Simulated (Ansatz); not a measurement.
A relaxation of the atoms of ScGa₃ (P4mm, 4 atoms in the cell) with Ansatz (a first-principles code).

Method: LDA (PW92), default PAW files made with PBE (plane waves; Ansatz).

The change in words: one atom moved by 0.15 angstrom; relax: default → atoms; relax.f_tol: default → 0.005 eV/Å. Reference geometry:
```yaml
crystal:
  lattice:
    - [4.06135, 0.00000, 0.00000]
    - [0.00000, 4.06135, 0.00000]
    - [0.00000, 0.00000, 4.06135]
  atoms:
    - { symbol: Sc, position: [0.00000, 0.00000, 0.00000] }
    - { symbol: Ga, position: [0.50000, 0.50000, 0.00000] }
    - { symbol: Ga, position: [0.00000, 0.50000, 0.50000] }
    - { symbol: Ga, position: [0.50000, 0.00000, 0.50000] }
```

Reference input (self-consistent single point, DFT, LDA (PW92), plane waves, default PAW files made with PBE): basis.ecutwfc = 30.9 Ry; kpoints.mp_grid.grid = 8 8 8; hamiltonian.xc = lda; hamiltonian.pseudopotentials = {kind: paw} (the program's default PAW files); scf.occupations.method = gaussian; scf.occupations.width = 0.0073 Ry. This run's input differs from it in these lines:

```diff
@@ -7,3 +7,3 @@
   atoms:
-    - { symbol: Sc, position: [0.000000, 0.000000, 0.000000] }
+    - { symbol: Sc, position: [0.000000, 0.000000, 0.036934] }
     - { symbol: Ga, position: [0.500000, 0.500000, 0.000000] }
@@ -24,2 +24,4 @@
     width: 0.0073 Ry
+relax:
+  f_tol: 0.005
 output:
```

Output, abridged:

```
   [... SCF lines of the steps left out ...]
relax step   1: F+E_penalty+E_count = -13212.13666997 eV  Δ(F+E_penalty+E_count) = +0.000e0 eV  max|allowed force component| = 1.069e0 eV/Å  Δτ_max = 0.0000 Å  (6 SCF iters, dr2 threshold 6.25e-7 eV, accepted)
relax step   2: F+E_penalty+E_count = -13212.18924043 eV  Δ(F+E_penalty+E_count) = -5.257e-2 eV  max|allowed force component| = 6.142e-1 eV/Å  Δτ_max = 0.1721 Å  (5 SCF iters, dr2 threshold 7.14e-5 eV, accepted)
relax step   3: F+E_penalty+E_count = -13212.21658388 eV  Δ(F+E_penalty+E_count) = -2.734e-2 eV  max|allowed force component| = 5.528e-3 eV/Å  Δτ_max = 0.0591 Å  (5 SCF iters, dr2 threshold 2.36e-5 eV, accepted)
relax step   4: F+E_penalty+E_count = -13212.21658412 eV  Δ(F+E_penalty+E_count) = -2.427e-7 eV  max|allowed force component| = 5.276e-3 eV/Å  Δτ_max = 0.0000 Å  (4 SCF iters, accepted)
relax step   5: F+E_penalty+E_count = -13212.21658610 eV  Δ(F+E_penalty+E_count) = -1.984e-6 eV  max|allowed force component| = 7.494e-5 eV/Å  Δτ_max = 0.0005 Å  (3 SCF iters, accepted)
the relaxation is at rest under the 8 symmetry operations that the run kept from its start: a minimum is not shown …
Stability not checked: this state was not tested for a lower state beside it, because too few of the mixer's solves of this state at the end of the SCF gave a …
Free energy (F): -13212.216586 eV
Internal energy: -13212.211291 eV  (E = F + TS)
E sigma→0 (E₀):  -13212.213939 eV
Entropy (-TS):   -0.005295 eV (-1.324 meV/atom)
Fermi energy:    11.904812 eV
--- Forces (eV/Å), atoms counted from 1 ---
  atom   1  Sc     0.00000000     0.00000000    -0.00007718
   [... lines left out ...]
  F+E_penalty+E_count = -13212.21658610 eV   max|allowed force component| = 7.494e-5 eV/Å
  atoms:
    - { symbol: Sc, position: [-1.5559988855975802e-35, 0.0, 0.009234764831051945] }
    - { symbol: Ga, position: [0.5, 0.5, 0.009236042581385861] }
    - { symbol: Ga, position: [-5.112567766963477e-35, 0.5, 0.5092315962937812] }
    - { symbol: Ga, position: [0.5, 0.0, 0.5092315962937812] }
```

The run converged. 

Summary of the result:
- Free energy E − TS (on the zero of these files) = -13212.2166 eV
- Fermi level (on the code's own zero) = 11.90 eV
- Pressure = -3.64 GPa
- Relaxation steps = 5

The starting cell comes from a database of computed structures (which also holds hypothetical and non-ambient phases and stackings), without a prior relaxation at this level. Its lattice was rescaled by up to half a per cent. For this run, on top of that: one atom moved by 0.15 angstrom. The relaxation keeps the symmetry of its start, so its end need not be a minimum. Ansatz's pressure includes its estimate of the finite-basis (Pulay) stress.

Cost on one core of a shared machine: roughly 60 s.

Keys are those of Ansatz 0.2.
